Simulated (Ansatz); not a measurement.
The starting structures come from a database of crystals and need not be the phases stable at ambient conditions.

By PBEsol, the system below comes out a metal.

Without scattering a metal conducts by its projected Fermi surface.

```xyz
1
Lattice="2.7095 0.0000 0.0000 0.0000 3.8318 0.0000 1.3547 1.9159 1.3547" Properties=species:S:1:pos:R:3 pbc="T T T"
Os     0.0000     0.0000     0.0000
```

The cell was relaxed by PBE-D3(BJ); by PBEsol it stands under a pressure of -3.7 GPa.

The current flows along the normal of the first two printed cell vectors, the (110) plane of the conventional cell. No spin-orbit coupling; the value is a mean over 0.1 eV about the Fermi level.

Problem. Estimate the ballistic conductance per area that Ansatz (a first-principles code) with PBEsol returns for this system.

Solution. 1.8 × 10¹⁵ S/m² for both spins.
